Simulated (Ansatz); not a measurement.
The reference is NbAgO$_{3}$ in the cubic perovskite structure (space group Pm-3m, No. 221; a cell from a computed database, its experimental status unchecked).

```
NbAgO3
1.0
    3.94989     0.00000     0.00000
    0.00000     3.94989     0.00000
    0.00000     0.00000     3.94989
Nb Ag O
1 1 3
Direct
  0.00000   0.00000   0.00000
  0.50000   0.50000   0.50000
  0.50000   0.00000   0.00000
  0.00000   0.50000   0.00000
  0.00000   0.00000   0.50000
```

Levels (all Ansatz, an electronic-structure program, PAW): PBEsol (420 eV, no SOC); PBEsol+SOC (420 eV, noncollinear with spin-orbit coupling).

The geometry is relaxed with PBEsol.

| Property | Value |
|---|---|
| PBEsol lowest conduction level above the VBM at special points | X 1.40 eV; Γ 1.58 eV; R 3.35 eV; M 4.10 eV |
| PBEsol pressure | -0.01 GPa |
| PBEsol smallest direct gap | 1.58 eV |
| PBEsol width of the top valence band | 1.16 eV |

With PBEsol+SOC at the same geometry, the lowest conduction level above the VBM at special points becomes X 1.38 eV; Γ 1.52 eV; R 3.33 eV; M 4.05 eV (PBEsol: X 1.40 eV; Γ 1.58 eV; R 3.35 eV; M 4.10 eV); the pressure hardly moves (-0.01 GPa against -0.03 GPa); the smallest direct gap decreases by 0.12 eV to 1.46 eV; the width of the top valence band shrinks by 0.02 eV to 1.14 eV.

Single points use the geometry relaxed with PBEsol. The spin-orbit shifts are approximate. Whether these cells are dynamically stable was not tested. Many cubic perovskites are stable only at high temperature; tilts and polar distortions were not tested.
